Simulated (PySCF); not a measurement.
PySCF 2.14.0, BP86/def2-tzvp, df: Ca(Cl)2 ([Cl][Ca][Cl]), 3 atoms. The geometry is a generated start, not checked to be a minimum at this level.

```json
{
 "task": "energy",
 "method": "bp86",
 "basis": "def2-tzvp",
 "two_electron_scheme": "density fitting",
 "mol.max_memory": "3000 MB",
 "mf.max_cycle": "100",
 "mf.init_guess": "minao (default)",
 "mf.DIIS": "CDIIS (default)",
 "mf.diis_space": "8 (default)",
 "mf.conv_tol": "1e-09 (default)",
 "mf.grids.level": "3 (default)",
 "basis_functions": "110",
 "grid_points": "58184"
}
```

```xyz
3

Ca     0.0501    -0.0370     0.0409
Cl     1.6680     0.4330    -1.6215
Cl    -1.7181    -0.3960     1.5806
```

One run each on 2 threads, 1 BLAS thread. Values of level_shift (Hartree) tried: 0 (default), 0.1, 0.3, 1.

Problem. How does the count of Fock builds change with level_shift (Hartree), and where is it least?

Solution. Fewest Fock builds, within one of each other: 0 (default) with 12, 0.1 with 12. The count rises to 50 at 1. All converge to one solution.

| level_shift (Hartree) | Fock builds | end |
|---|---|---|
| 0 (default) | 12 | same solution |
| 0.1 | 12 | same solution |
| 0.3 | 20 | same solution |
| 1 | 50 | same solution |
